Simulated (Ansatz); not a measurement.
What uniaxial strain ε_zz = +2.00 % does to CdTe

Base system: CdTe in the zinc blende structure (space group F-43m, No. 216; a = 6.409 Å). Axes: x, y, z lie along the cube axes.

The change: the cell is stretched by 2.00 % along z with no lateral relaxation; the atoms relax in the strained cell.

Method: LDA (Ansatz, a first-principles code, PAW, no SOC). Γ-centred 9×9×9 mesh, Fermi–Dirac width 0.05 eV.

The volume per atom increases by 0.66 Å³ to 33.56 Å³ and the space group goes from F-43m (No. 216) to I-4m2 (No. 119). The shortest interatomic distance rises by 0.019 Å, from 2.775 Å to 2.794 Å and the energy increases by 2.4 meV/atom. The band gap decreases by 0.08 eV (0.61 eV → 0.53 eV) and the gap character remains direct at Γ. The electron mass becomes 0.049 mₑ along z, 0.045 mₑ across (at Γ) (base: 0.050 mₑ (at Γ)) and the valence-band top at Γ (three highest levels, from the VBM) changes from 0.00, 0.00, 0.00 eV to 0.00, 0.00, -0.07 eV. The valley order (the lowest conduction-band minima on the path, energy above the VBM, named in the base's zone) goes from Γ 0.61 eV; L along ⟨111⟩ 1.68 eV to Γ 0.53 eV; L along [111] 1.63 eV and the stress (xx, yy, zz, yz, xz, xy; compression positive) is (-0.75, -0.75, -1.14, 0.00, 0.00, 0.00) GPa.

Spin-orbit coupling, missing from the scalar runs, can matter with Te. Masses are band curvatures over ±0.01 Å⁻¹ around the edge. No phonon test of stability was made. k-point labels follow each cell's own Brillouin zone.
